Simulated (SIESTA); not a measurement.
A working SIESTA input for CsRb3 (Pm-3m, 4 atoms in the cell) (DFT, LDA PW92, numerical atomic orbitals DZP, PseudoDojo LDA standard norm-conserving potentials (rewritten from UPF to PSML)):

```
# files in the folder: Cs.psml Rb.psml (PseudoDojo LDA standard)
SystemName  CsRb3
SystemLabel siesta

NumberOfAtoms                4
NumberOfSpecies              2
%block ChemicalSpeciesLabel
  1 55 Cs
  2 37 Rb
%endblock ChemicalSpeciesLabel
LatticeConstant              1.0 Ang
%block LatticeVectors
     7.391970000    0.000000000    0.000000000
     0.000000000    7.391970000    0.000000000
     0.000000000    0.000000000    7.391970000
%endblock LatticeVectors
AtomicCoordinatesFormat      ScaledCartesian
%block AtomicCoordinatesAndAtomicSpecies
     0.000000000    0.000000000    0.000000000  1
     0.000000000    3.695985000    3.695985000  2
     3.695985000    0.000000000    3.695985000  2
     3.695985000    3.695985000    0.000000000  2
%endblock AtomicCoordinatesAndAtomicSpecies

XC.functional                LDA
XC.authors                   PW92
PAO.BasisSize                DZP
PAO.EnergyShift              0.01 Ry
MeshCutoff                   400 Ry
%block kgrid.MonkhorstPack
    4   0   0  0.5
    0   4   0  0.5
    0   0   4  0.5
%endblock kgrid.MonkhorstPack
OccupationFunction           FD
ElectronicTemperature        1160.45 K

MaxSCFIterations             150
SCF.Mixer.Method             Pulay
SCF.Mixer.Weight             0.2
SCF.Mixer.History            6
SCF.DM.Tolerance             1.0E-05
Diag.ParallelOverK           true
WriteForces                  true
Charge.Mulliken              end
```

The run converged in 9 iterations: free energy E − TS -2847.9422 eV; Fermi level (on the code's own zero) -2.52 eV; pressure -0.41 GPa. Each of these slips is then made, one at a time:

(1)
```diff
+Spin                         spin-orbit
+%block DM.InitSpin
+  1 0.00 0.00 0.00
+  2 0.00 0.00 0.00
+  3 0.00 0.00 0.00
+  4 0.00 0.00 0.00
+%endblock DM.InitSpin
```

(2)
```diff
-MeshCutoff                   400 Ry
+MeshCutoff                   400
```

**Question.** How does each altered input end?

**Answer.** 
(1) Spin-orbit coupling with scalar-relativistic potentials. The program stopped before any SCF iteration.

(2) An energy without its unit. The program stopped before any SCF iteration.

The starting cell comes from a database of computed structures (which also holds hypothetical and non-ambient phases and stackings), without a prior relaxation at this level. Values carry the incompleteness of an atom-centred basis.

Left out of this page: 3 runs of the series outside the window shown, repeating another row's setting, or not comparable.
